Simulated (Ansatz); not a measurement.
Start from WSi2 (space group I4/mmm, No. 139; relaxed with 0.1 eV smearing).

```xyz
3
Lattice="-1.6145 1.6145 3.9349 1.6145 -1.6145 3.9349 1.6145 1.6145 -3.9349" Properties=species:S:1:pos:R:3 pbc="T T T"
Si     0.0000     0.0000     5.2372
Si     0.0000     0.0000     2.6326
W      0.0000     0.0000     0.0000
```

Calculations: PBE (Ansatz, an electronic-structure program), no spin-orbit coupling.

Strains are applied to the cell and any free atomic positions relax.

One change was made to it. Results:

The energy rises by 2.1 meV/atom; the pressure (mean of the normal stresses, compression positive) goes from zero to 3.4 GPa.

Question: What was done to the base?
A) isotropic strain +1.00 %
B) isotropic strain −2.50 %
C) isotropic strain −2.00 %
D) isotropic strain −0.50 %

Answer: D, isotropic strain −0.50 %. For comparison, the energy relative to the base in the other runs: isotropic strain −2.00 % gives +36 meV/atom; isotropic strain +1.00 % gives +8.1 meV/atom; isotropic strain −2.50 % gives +57 meV/atom.

No phonon test of stability was made. All final runs are without spin polarisation.
